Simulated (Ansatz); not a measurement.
A computed series for Mo3Te4: pressure series

Take Mo₃Te₄ (space group R-3, No. 148; a = 10.1062 Å, c = 11.7270 Å (hexagonal axes)) as the base.

Cell and atoms are relaxed at each pressure.

Computed with PBEsol/PAW in Ansatz (a program for electronic structure), no spin-orbit coupling.

```json
[
 {"P (GPa)": "-1.00", "V (Å³/atom)": "25.345"},
 {"P (GPa)": "0.29", "V (Å³/atom)": "24.542"},
 {"P (GPa)": "0.70", "V (Å³/atom)": "24.318"},
 {"P (GPa)": "1.49", "V (Å³/atom)": "23.943"},
 {"P (GPa)": "3.01", "V (Å³/atom)": "23.334"},
 {"P (GPa)": "5.00", "V (Å³/atom)": "22.685"},
 {"P (GPa)": "7.50", "V (Å³/atom)": "22.033"},
 {"P (GPa)": "10.01", "V (Å³/atom)": "21.495"}
]
```

A third-order Birch–Murnaghan fit to these points gives V₀ = 24.70 Å³/atom, B₀ = 43 GPa and B₀′ = 7.9. At pressure 10 GPa the volume is 87.0 % of V₀.

Load acts through the strain it causes; cell and atoms are relaxed under it. Whether these cells are dynamically stable was not tested. No other phases were tried under pressure. The final runs are not spin-polarised.
